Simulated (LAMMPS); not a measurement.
LAMMPS input (classical MD, pair style edip, file Si.edip):

```
units metal
atom_style atomic
atom_modify map array
boundary p p p
read_data cell.data
pair_style edip
pair_coeff * * Si.edip Si
mass 1 28.0850
neighbor 1.5 bin
neigh_modify every 1 delay 0 check yes one 6000 page 200000
timestep 0.001
compute xu all property/atom xu yu zu
thermo_style custom step temp pe etotal enthalpy press vol lx ly lz
thermo_modify norm no flush no
thermo 1000
fix br all box/relax aniso 0 vmax 0.001
min_style cg
minimize 0 0.001 500 2500
unfix br
velocity all create 2360 4221921 dist gaussian mom yes
fix md0 all npt temp 1180 1180 0.1 aniso 0 0 1.0 drag 1.0
run 5000
unfix md0
fix md0 all npt temp 1180 1180 0.1 aniso 0 0 1.0
run 8000
unfix md0
change_box all x final 0 27.18533 y final 0 27.18467 z final 0 114.17833 remap units box
region top block INF INF INF INF 39.962 INF units box
group top region top
change_box all z final 0 119.37344 units box  # and the atoms of group top spread over the longer part
set group all image 0 0 0
fix md0 top nvt temp 2867.9 2867.9 0.1
run 6000
unfix md0
fix md0 top nvt temp 2867.9 2193.1 0.1
run 5000
unfix md0
velocity all create 1180 4221921 dist gaussian mom yes
fix md0 all npt temp 1180 1180 0.1 z 0 0 1.0 drag 1.0
run 5000
unfix md0
fix md0 all npt temp 1180 1180 0.1 z 0 0 1.0
run 15000
unfix md0
fix md0 all npt temp 1180 1180 0.1 z 0 0 1.0
run 15000
unfix md0
fix md0 all npt temp 1180 1180 0.1 z 0 0 1.0
run 15000
unfix md0
fix md0 all npt temp 1180 1180 0.1 z 0 0 1.0
run 15000
unfix md0
fix md0 all npt temp 1180 1180 0.1 z 0 0 1.0
run 15000
unfix md0
fix md0 all npt temp 1180 1180 0.1 z 0 0 1.0
run 15000
unfix md0
fix md0 all npt temp 1180 1180 0.1 z 0 0 1.0
run 15000
unfix md0
fix md0 all npt temp 1180 1180 0.1 z 0 0 1.0
run 15000
unfix md0
fix md0 all npt temp 1180 1180 0.1 z 0 0 1.0
run 15000
unfix md0
fix md0 all npt temp 1180 1180 0.1 z 0 0 1.0
run 15000
unfix md0
fix md0 all npt temp 1180 1180 0.1 z 0 0 1.0
run 15000
unfix md0
fix md0 all npt temp 1180 1180 0.1 z 0 0 1.0
run 15000
unfix md0
fix md0 all npt temp 1180 1180 0.1 z 0 0 1.0
run 15000
unfix md0
fix md0 all npt temp 1180 1180 0.1 z 0 0 1.0
run 15000
unfix md0
fix md0 all npt temp 1180 1180 0.1 z 0 0 1.0
run 15000
unfix md0
fix md0 all npt temp 1180 1180 0.1 z 0 0 1.0
run 15000
unfix md0
fix md0 all npt temp 1180 1180 0.1 z 0 0 1.0
run 15000
unfix md0
fix md0 all npt temp 1180 1180 0.1 z 0 0 1.0
run 15000
unfix md0
fix md0 all npt temp 1180 1180 0.1 z 0 0 1.0
run 15000
unfix md0
fix md0 all npt temp 1180 1180 0.1 z 0 0 1.0
run 15000
unfix md0
fix md0 all npt temp 1180 1180 0.1 z 0 0 1.0
run 15000
unfix md0
fix md0 all npt temp 1180 1180 0.1 z 0 0 1.0
run 15000
unfix md0
fix md0 all npt temp 1180 1180 0.1 z 0 0 1.0
run 15000
unfix md0
fix md0 all npt temp 1180 1180 0.1 z 0 0 1.0
run 15000
unfix md0
fix md0 all npt temp 1180 1180 0.1 z 0 0 1.0
run 15000
unfix md0
fix md0 all npt temp 1180 1180 0.1 z 0 0 1.0
run 15000
unfix md0
fix md0 all npt temp 1180 1180 0.1 z 0 0 1.0
run 15000
unfix md0
fix md0 all npt temp 1180 1180 0.1 z 0 0 1.0
run 15000
unfix md0
fix md0 all npt temp 1180 1180 0.1 z 0 0 1.0
run 15000
unfix md0
fix md0 all npt temp 1180 1180 0.1 z 0 0 1.0
run 15000
unfix md0
fix md0 all npt temp 1180 1180 0.1 z 0 0 1.0
run 15000
unfix md0
fix md0 all npt temp 1180 1180 0.1 z 0 0 1.0
run 15000
unfix md0
fix md0 all npt temp 1180 1180 0.1 z 0 0 1.0
run 15000
unfix md0
fix md0 all npt temp 1180 1180 0.1 z 0 0 1.0
run 15000
unfix md0
fix md0 all npt temp 1180 1180 0.1 z 0 0 1.0
run 15000
unfix md0
fix md0 all npt temp 1180 1180 0.1 z 0 0 1.0
run 15000
unfix md0
fix md0 all npt temp 1180 1180 0.1 z 0 0 1.0
run 15000
unfix md0
fix md0 all npt temp 1180 1180 0.1 z 0 0 1.0
run 15000
unfix md0
fix md0 all npt temp 1180 1180 0.1 z 0 0 1.0
run 15000
unfix md0
fix md0 all npt temp 1180 1180 0.1 z 0 0 1.0
run 15000
unfix md0
```

The data file holds Si (diamond structure), a cell 114 Å long along the (001) normal (4200 atoms) with 66 % of it melted and the whole then held at 1180 K and zero normal pressure.

Task: Give the interface speed (growth positive), the direction as this potential yields it.

Result: interface speed (growth positive): 1.70 ± 0.07 m/s; direction: the crystal grows.
